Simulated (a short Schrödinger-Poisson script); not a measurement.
System: MOS inversion layer, SiO2 on p-type Si(100), at 300 K.

From the gate side: 1.6 nm SiO2; 390 nm Si, acceptors 1.2e18 cm⁻³.

The device is made up for the run: typed textbook-type constants, with dimensions and the other settings drawn at random. SiO2: permittivity 3.9, conduction-band edge (eV) 3.15, gap (eV) 9, electron mass (mₑ) 0.5. Si: permittivity 11.7, conduction-band edge (eV) 0, gap (eV) 1.124, Nv at 300 K (cm⁻³) 3.1e19.

Channel valleys (confinement mass, in-plane density-of-states mass, number): Δ2 0.916, 0.19, 2; Δ4 0.19, 0.417, 4. At the gate the conduction-band edge of layer 1 lies 3.28 eV − eVg above the Fermi level of the channel; the field vanishes at the back. Gaps are held at their typed values at every temperature. Mesh 0.03 nm at interfaces.

Solved with a short Schrödinger-Poisson script written for these runs: 1D Poisson equation in equilibrium, electrons quantum, Hartree (BenDaniel-Duke, 12 states a valley, the channel's in-plane mass for all, wave functions ending at the dielectric), parabolic valleys, classical holes, full ionisation, no traps, pinning or gate leakage.

```
Vg (V)  electrons (cm⁻²)  C (μF/cm²)  Δ2 E0 (meV from the Fermi level)  Δ4 E0 (meV from the Fermi level)
------  ----------------  ----------  --------------------------------  --------------------------------
0.35              3.74e9       0.298                             186.3                             267.2
0.4              1.78e10       0.350                             145.7                             227.9
0.45             7.49e10       0.538                             108.2                             191.8
0.5              2.34e11       0.868                              78.1                             163.3
0.55             5.12e11        1.15                              56.9                             143.8
0.6              8.76e11        1.32                              42.0                             130.6
0.65             1.29e12        1.43                              30.7                             121.2
0.7              1.74e12        1.50                              21.7                             114.0
0.75             2.20e12        1.55                              14.1                             108.2
0.8              2.68e12        1.58                               7.5                             103.4
0.85             3.18e12        1.61                               1.6                              99.3
0.9              3.68e12        1.63                              -3.8                              95.8
0.95             4.18e12        1.65                              -8.7                              92.6
1                4.70e12        1.66                             -13.3                              89.7
1.05             5.21e12        1.68                             -17.7                              87.1
1.1              5.74e12        1.69                             -21.9                              84.6
```

Gate voltages with under 1e9 electrons/cm² are left out.

**Question.** At Vg = 1.1 V the lowest Δ2 subband lies at -21.9 meV from the Fermi level. How many electrons does it hold, and what share of all?

**Answer.** The two-dimensional density of states is g m/(πħ²) = 1.59e11 cm⁻² meV⁻¹ (both spins), kT = 25.9 meV, so n = D kT ln(1 + exp(−E/kT)) = 4.94e12 cm⁻², 0.86 of the 5.74e12 cm⁻² in all.

**Question.** Compare the slope of the sheet density between 1 and 1.1 V with the geometric capacitance of the layers between gate and channel.

**Answer.** q Δn/ΔV = 1.67 μF/cm²; ε0/Σ(t/ε) = 2.16 μF/cm². The ratio is 0.77: the channel acts as a further capacitance in series.
